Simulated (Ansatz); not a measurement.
**Rock-salt AlN (model structure) (like a known high-pressure phase)**

All values below come from r²SCAN+rVV10 (PAW; Ansatz, a quantum-chemistry and plane-wave program).

Run with plane-wave cutoff 500 eV, 16×16×16 k mesh, Fermi–Dirac smearing 0.05 eV, scalar-relativistic PAW data made under PBE.

Cell (relaxed at this level):

```xyz
2
Lattice="0.0000 2.0166 2.0166 2.0166 0.0000 2.0166 2.0166 2.0166 0.0000" Properties=species:S:1:pos:R:3 pbc="T T T"
Al     0.0000     0.0000     0.0000
N      2.0166     2.0166     2.0166
```

```
Property                        Value
--------  ---------------------------
band gap  5.54 eV (on the SCF k mesh)
```

The computed numbers hold no vibrational or temperature effects.

A model structure was made by putting elements into a prototype or built by hand; it is no filed structure, need not be a known phase, and can be a saddle point held by its symmetry.
